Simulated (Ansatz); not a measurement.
Start from KTaO3 in the cubic perovskite structure (space group Pm-3m, No. 221; a = 4.024 Å).

Level of theory: plane-wave PAW DFT at the PBE level (Ansatz, a quantum-chemistry and plane-wave program, 420 eV), no spin-orbit coupling.

For the base:

| Item | Value |
|---|---|
| Shortest interatomic distance | 3.802 bohr |
| Density | 6.83 g/cm³ |
| Smallest direct gap | 2.78 eV |
| Band gap | 2.16 eV |

Modification: a negative pressure, −2 GPa.

Problem. Estimate the effect on the shortest interatomic distance, density, smallest direct gap and band gap.

Solution. The shortest interatomic distance rises by 0.014 bohr (3.802 bohr → 3.816 bohr); the density decreases by 0.074 g/cm³, from 6.83 g/cm³ to 6.75 g/cm³; the smallest direct gap drops by 0.02 eV (2.78 eV → 2.76 eV); the band gap drops by 0.026 eV (2.16 eV → 2.14 eV).

Spin-orbit coupling, missing from the scalar runs, can matter with Ta. Load acts through the strain it causes; cell and atoms are relaxed under it. Whether these cells are dynamically stable was not tested.
